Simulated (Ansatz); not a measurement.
# A computed series for HfS2: pressure series

Start from HfS2 in the CdI2 type structure (space group P-3m1, No. 164; a = 3.5475 Å, c = 5.5768 Å; layered, stacked along the Cartesian z axis).

Cell and atoms are relaxed at each pressure.

All numbers come from Ansatz (a first-principles code) PBEsol-D3(BJ), no SOC.

| variant | c/a ratio | volume per atom |
|---|---|---|
| base | 1.572 | 20.26 Å³ |
| pressure −2 GPa | 1.622 | 21.58 Å³ |
| pressure −1 GPa | 1.589 | 20.79 Å³ |
| pressure 0.3 GPa | 1.568 | 20.12 Å³ |
| pressure 0.7 GPa | 1.564 | 19.96 Å³ |
| pressure 1.5 GPa | 1.556 | 19.65 Å³ |
| pressure 3 GPa | 1.546 | 19.17 Å³ |
| pressure 5 GPa | 1.539 | 18.63 Å³ |
| pressure 7.5 GPa | 1.535 | 18.07 Å³ |
| pressure 10 GPa | 1.534 | 17.59 Å³ |

The mesh was chosen for an insulator and is coarse for the gapless case. Load acts through the strain it causes; cell and atoms are relaxed under it. Stability against distortions was not tested. Competing high-pressure phases were not computed. All final runs are without spin polarisation.
